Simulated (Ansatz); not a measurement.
## TaC (model structure, started from the TiAs type, P6₃/mmc, No. 194, 8 atoms in the cell): properties by level of theory

| level (code) | lattice parameter a (Å) | lattice parameter c (Å) |
|---|---|---|
| PBE (Ansatz) | 3.142 | 10.722 |
| PBEsol (Ansatz) | 3.116 | 10.645 |
| PBE-D3(BJ) (Ansatz) | 3.119 | 10.660 |

Ansatz's density-functional and Hartree–Fock values are scalar-relativistic unless marked +SOC, with PAW data made under PBE.

Static lattice: no zero-point or thermal effects.

A model structure was made by putting elements into a prototype or built by hand; it is no filed structure, need not be a known phase, and can be a saddle point held by its symmetry.

Ansatz is a quantum-chemistry and plane-wave program.
